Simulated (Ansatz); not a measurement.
An Ansatz (a quantum-chemistry and plane-wave program) input (r2SCAN, PAW, 500 eV (Ansatz; without spin-orbit coupling)):

Ansatz 0.2 input:
```yaml
crystal:
  lattice:
    - [2.8127090825, 0, 0.0241892981]
    - [0, 2.8127090825, 0]
    - [0.0349297901, 0, 4.0616035045]
  atoms:
    - { symbol: Ti, position: [0, 0, 0] }
    - { symbol: Al, position: [0.5, 0.5, 0.5] }
basis: { ecutwfc: 500, ecutrho_ratio: 4, xc_grid: 4, fft_grid_basis: typed }
kpoints: { mp_grid: { grid: [20, 20, 14] } }
hamiltonian:
  xc: r2scan
  dispersion: none
  pseudopotentials: { kind: paw }
scf: { occupations: { method: fermi_dirac, width: 0.1 }, convergence: { dr2_threshold: 0.0000000002 } }
relax: { f_tol: 0.005, max_steps: 50 }
output: { forces: true, stress: true }
checkpoint: { write: state.ck, write_every: 1000 }
```

### Question
Which symmetry and how many k-points will the program report, and about how many plane waves at Γ?

### Answer
Space group P2/m (ITA 10) with 4 operations, k-points 1562 of 5600, and 813 plane waves at Γ.

The cells carry an imposed strain or load. Whether these cells are dynamically stable was not tested. The final runs are not spin-polarised. The cell was made from TiAl (space group P4/mmm, No. 123) by this change: tensor shear ε_xz = +0.86 %.
